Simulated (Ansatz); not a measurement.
Mg2Si: response to strain

The parent structure is Mg₂Si (space group Fm-3m, No. 225; a = 6.326 Å). Axes: x, y, z lie along the cube axes.

Strains are applied to the cell and any free atomic positions relax.

Level of theory: PBEsol in Ansatz (plane waves to 420 eV, PAW, no SOC).

Notes on the quantities. energy relative to the base: free energy F.

| uniaxial strain ε_zz (%) | energy relative to the base (meV/atom) |
|---|---|
| 0 | 0.0 |
| 0.6 | 0.3 |
| 1.07 | 0.9 |
| 2.73 | ? |
| 3.63 | 9.8 |

**Question.** Fit ΔE = Aε² + Bε³ (ε in %) to the rows shown and predict the withheld row.

**Answer.** Least squares on the printed values gives A = 0.810 and B = -0.018 meV/atom (largest residual 0.0 meV/atom); this predicts 5.7 meV/atom, and the run gives 5.6 meV/atom, in agreement.

Whether these cells are dynamically stable was not tested.

Ansatz is an electronic-structure program.
